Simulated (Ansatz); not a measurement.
Start from PbO (space group P4/nmm, No. 129; a = 4.034 Å, c = 4.994 Å; layered, stacked along the Cartesian z axis). Axes: x, y, z lie along a, b, c of the conventional cell.

Method: DFT with PBE-D3(BJ), PAW potentials and a 420 eV plane-wave cutoff in Ansatz (a program for electronic structure), no spin-orbit coupling.

Before the change:

* **Shortest interatomic distance**: 2.341 Å

Modification: biaxial strain −1.80 %, plane normal [001], relaxed out of plane (Cartesian); in-plane vectors clamped, the third vector and the atoms free.

Estimate the effect on the shortest interatomic distance, ratio −ε⊥/ε∥ and in-plane stress.

The shortest interatomic distance shrinks by 0.017 Å (2.341 Å → 2.324 Å); the ratio −ε⊥/ε∥ amounts to 1.43; the mean in-plane stress (compression positive) comes out as +2.1 GPa.

Stability against distortions was not tested. The program warned that a D3 coordination switch lies within reach, so dispersion energies are less smooth here.
